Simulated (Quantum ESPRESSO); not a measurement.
Short convergence ladders for ScGa3 (P4mm, 4 atoms in the cell)

```xyz
4
Lattice="4.0614 0.0000 0.0000 0.0000 4.0614 0.0000 0.0000 0.0000 4.0614" Properties=species:S:1:pos:R:3 pbc="T T T"
Sc     0.0000     0.0000     0.0500
Ga     2.0307     2.0307     0.0000
Ga     0.0000     2.0307     2.0307
Ga     2.0307     0.0000     2.0307
```

Base method: PBEsol, PseudoDojo standard norm-conserving (PBESOL) pseudopotentials (plane waves; Quantum ESPRESSO).

Base settings: ecutwfc = 80 Ry; occupations = smearing; smearing = gauss; degauss = 0.0073499 Ry; potentials = {Sc: Sc.upf, Ga: Ga.upf}; K_POINTS = automatic 4 4 4 0 0 0; conv_thr = 1e-10 Ry; mixing_beta = 0.4.

The count of work is k-points × plane waves × bands × iterations; it is no time. Core times come from one kind of shared machine, to one figure; runs under 30 s give none.

**The k-point mesh**

Only quantities that move along the ladder and can be compared are tabulated.

```tsv
K_POINTS	free energy less the last step's (meV/atom)	pressure (GPa)	largest difference of a force vector from the last step's (eV/Å)	count of work / last	core time / last (rough)
automatic 2 2 2 0 0 0	135.40	2.50	0.067	0.041	–
automatic 4 4 4 0 0 0	-2.73	0.74	0.010	0.11	0.1
automatic 5 5 5 0 0 0	-5.47	-0.98	0.017	0.13	0.1
automatic 7 7 7 0 0 0	4.17	-0.83	0.005	0.29	0.3
automatic 8 8 8 0 0 0	-1.33	-0.40	0.002	0.55	0.6
automatic 10 10 10 0 0 0	0.00	-0.64	0.000	1.0	1
```

Coarsest K_POINTS that holds the forces within 0.02 eV/Å of the last step, with all finer ones: automatic 4 4 4 0 0 0, at 0.11 of the last step's count of work and about 0.1 of the last step's time; the step before is off by 0.067 eV/Å.

Coarsest K_POINTS that holds the free energy within 5 meV/atom of the last step, with all finer ones: automatic 7 7 7 0 0 0, at 0.29 of the last step's count of work and about 0.3 of the last step's time; the step before is off by 5.5 meV/atom.

Coarsest K_POINTS that holds the pressure within 1 GPa of the last step, with all finer ones: automatic 5 5 5 0 0 0, at 0.13 of the last step's count of work and about 0.1 of the last step's time; the step before is off by 1.4 GPa.

**The k-point mesh at a smearing width of 0.02 eV**

In this ladder: degauss = 0.00147 Ry.

Only quantities that move along the ladder and can be compared are tabulated.

```csv
K_POINTS,free energy less the last step's (meV/atom),pressure (GPa),largest difference of a force vector from the last step's (eV/Å),count of work / last,core time / last (rough)
automatic 3 3 3 0 0 0,57.03,-1.65,0.027,0.044,–
automatic 5 5 5 0 0 0,-4.77,-1.03,0.015,0.14,0.2
automatic 7 7 7 0 0 0,6.27,-1.17,0.009,0.29,0.4
automatic 11 11 11 0 0 0,0.00,-0.65,0.000,1.0,1
```

Coarsest K_POINTS that holds the free energy within 2 meV/atom: not settled: the last two steps still differ by 6.3 meV/atom, over half the tolerance, so the ladder does not show it.

Coarsest K_POINTS that holds the pressure within 0.2 GPa: not settled: the last two steps still differ by 0.52 GPa, over half the tolerance, so the ladder does not show it.

**The number of bands**

The mesh stays at the base's, so the ladder's end is converged at best in this setting alone.

Only quantities that move along the ladder and can be compared are tabulated.

| nbnd | free energy less the last step's (meV/atom) | pressure (GPa) | count of work / last |
|---|---|---|---|
| 25 | 121.48 | 1.41 | 4.0 |
| 27 | 0.00 | 0.74 | 0.62 |
| 29 | 0.00 | 0.74 | 0.66 |
| 57 | 0.00 | 0.74 | 1.0 |

Coarsest nbnd that holds the pressure within 0.2 GPa of the last step, with all finer ones: 27; the step before is off by 0.67 GPa.

Coarsest nbnd that holds the free energy within 0.5 meV/atom of the last step, with all finer ones: 27; the step before is off by 120 meV/atom.

On the base run: the starting cell comes from a database of computed structures (which also holds hypothetical and non-ambient phases and stackings), without a prior relaxation at this level. Its lattice was rescaled by up to half a per cent. One atom was moved a little off its site on purpose. Without a gap this mesh is coarse (it stands for a supercell whose shortest vector is 16 Å).
